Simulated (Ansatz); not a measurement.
**Rock-salt VN (cubic form, which distorts at low temperature): TO(Γ) frequency by level of theory**

No measured value is used here.

```csv
level (code),value (cm⁻¹),cell (Å³/atom)
LDA (Ansatz),(withheld),8.26
PBE (Ansatz),357,8.72
PBEsol (Ansatz),391,8.45
PBE-D3(BJ) (Ansatz),394,8.48
```

Problem. Some entries are withheld; supply them.

Solution. 
- LDA (Ansatz, an electronic-structure program), value (cm⁻¹): 410

The crystal itself was run without spin with LDA, PBE, PBEsol, PBE-D3(BJ); a magnetic state was not tried in these runs. LDA, PBE, PBEsol, PBE-D3(BJ): symmetry holds this phase in the static calculation, where it need not be a minimum. PBE-D3(BJ): the dispersion coefficients are held fixed in the derivatives. Each level is taken at its own relaxed cell. Cutoffs differ between the levels. Ansatz's density-functional and Hartree–Fock values are scalar-relativistic unless marked +SOC, with PAW data made under PBE.
